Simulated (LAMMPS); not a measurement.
Simulation of Ni (fcc), 4000 atoms, at 1300 K and 0 GPa, heated as the crystal.

Method: classical MD, pair style eam, the elements' _u3.eam files (universal-3 set of Foiles, Baskes and Daw), run in LAMMPS.

```
frequency (THz)  spectral density (1/THz)
---------------  ------------------------
0.08250                            0.0001
0.4115                             0.0016
0.7405                             0.0051
1.070                              0.0112
1.399                              0.0195
1.728                              0.0270
2.058                              0.0392
2.386                              0.0508
2.716                              0.0647
3.045                              0.0838
3.374                              0.1066
3.703                              0.1315
4.033                              0.1540
4.361                              0.1654
4.691                              0.1719
5.020                              0.1798
5.349                              0.1815
5.678                              0.1727
6.008                              0.1533
6.336                              0.1365
6.665                              0.1284
6.995                              0.1212
7.324                              0.1188
7.653                              0.1297
7.982                              0.1369
8.311                              0.1244
8.640                              0.0993
8.970                              0.0715
9.299                              0.0506
9.628                              0.0364
9.957                              0.0271
10.29                              0.0215
10.62                              0.0172
10.95                              0.0140
11.27                              0.0118
11.60                              0.0101
11.93                              0.0085
12.26                              0.0074
12.59                              0.0064
12.92                              0.0056
13.25                              0.0050
13.58                              0.0043
13.91                              0.0036
14.24                              0.0031
14.57                              0.0027
14.89                              0.0023
15.22                              0.0020
15.55                              0.0017
15.88                              0.0014
16.21                              0.0012
```

The data show:
- state found: crystal; no diffusion seen in 30 ps
- mean frequency of the velocity spectrum: 6.0 THz
